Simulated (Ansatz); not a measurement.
# A computed series for BP: pressure series

Take BP in the zinc blende structure (space group F-43m, No. 216; a = 4.5366 Å) as the base.

Cell and atoms are relaxed at each pressure.

All numbers come from Ansatz (a program for electronic structure) r2SCAN, no spin-orbit coupling.

Candidates:
(a) pressure 100 GPa
(b) pressure 30 GPa
(c) pressure 3 GPa

Base values:

The band gap comes out as 1.41 eV.

Q: Order them by band gap, lowest first.

A: (a) pressure 100 GPa (0.79 eV), (b) pressure 30 GPa (1.19 eV), (c) pressure 3 GPa (1.39 eV)

Load acts through the strain it causes; cell and atoms are relaxed under it. Whether these cells are dynamically stable was not tested. Competing high-pressure phases were not computed.
